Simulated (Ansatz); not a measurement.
Consider SnTe in the rock salt structure (space group Fm-3m, No. 225).

```yaml
crystal:
  lattice:
    - [0.00000, 3.18483, 3.18483]
    - [3.18483, 0.00000, 3.18483]
    - [3.18483, 3.18483, 0.00000]
  atoms:
    - { symbol: Sn, position: [0.00000, 0.00000, 0.00000] }
    - { symbol: Te, position: [0.50000, 0.50000, 0.50000] }
```

Cartesian axes are those of the cell as printed.

The values are results of Kohn–Sham DFT with the r2SCAN functional, run in Ansatz (an electronic-structure program) with PAW and 500 eV plane waves, spin-orbit coupling left out, not measurements.

Strains are applied to the cell and any free atomic positions relax.

One change was made to it. Results:

```json
[
 {"quantity": "pressure (mean of the normal stresses, compression positive)", "base": "0.0 GPa", "after": "0.0 GPa"},
 {"quantity": "energy relative to the base (free energy F)", "base": "0 meV/atom", "after": "+2.9 meV/atom"},
 {"quantity": "band gap", "base": "0.13 eV", "after": "zero"},
 {"quantity": "shortest interatomic distance", "base": "6.018 bohr", "after": "6.018 bohr"}
]
```

Task: Which of these changes matches the shifts?
A. tensor shear ε_xy = +0.29 %
B. tensor shear ε_xy = +1.14 %
C. tensor shear ε_xy = +2.00 %

Result: C, tensor shear ε_xy = +2.00 %. For comparison, the energy relative to the base in the other runs: tensor shear ε_xy = +0.29 % gives +0.1 meV/atom; tensor shear ε_xy = +1.14 % gives +1.0 meV/atom.

Spin-orbit coupling, missing from the scalar runs, can matter with Te. No phonon test of stability was made. All final runs are without spin polarisation. The zero or small gap of SnTe can change with the level of theory.
